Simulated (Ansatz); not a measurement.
## Pressure series in Ta

Base system: Ta in the bcc (W type) structure (space group Im-3m, No. 229; a = 3.254 Å).

Cell and atoms are relaxed at each pressure.

Calculations: LDA, PAW, 420 eV (Ansatz, a quantum-chemistry and plane-wave program; no spin-orbit coupling).

```tsv
pressure (GPa)	volume per atom (Å³/atom)
-2	17.391
-1	17.309
0	17.228
0.9	17.159
2.1	17.067
4.5	16.890
9	16.579
15	?
30	15.394
```

Fit the third-order Birch–Murnaghan form P(V) = (3B₀/2)[(V₀/V)^(7/3) − (V₀/V)^(5/3)]·[1 + (3/4)(B₀′ − 4)((V₀/V)^(2/3) − 1)] (squares taken in P) to the rows shown and predict the withheld row.

Least squares on the printed values gives V₀ = 17.229 Å³/atom, B₀ = 219 GPa, B₀′ = 3.5; this predicts 16.200 Å³/atom, and the run gives 16.201 Å³/atom, in agreement.

Measured bulk modulus of Ta: 198 GPa (static lattice; corrected from measurement; as listed in H. Levämäki et al., Physical Review B (2014)); the computed value is 10 % above it.

Load acts through the strain it causes; cell and atoms are relaxed under it. Stability against distortions was not tested. Competing high-pressure phases were not computed. All final runs are without spin polarisation.
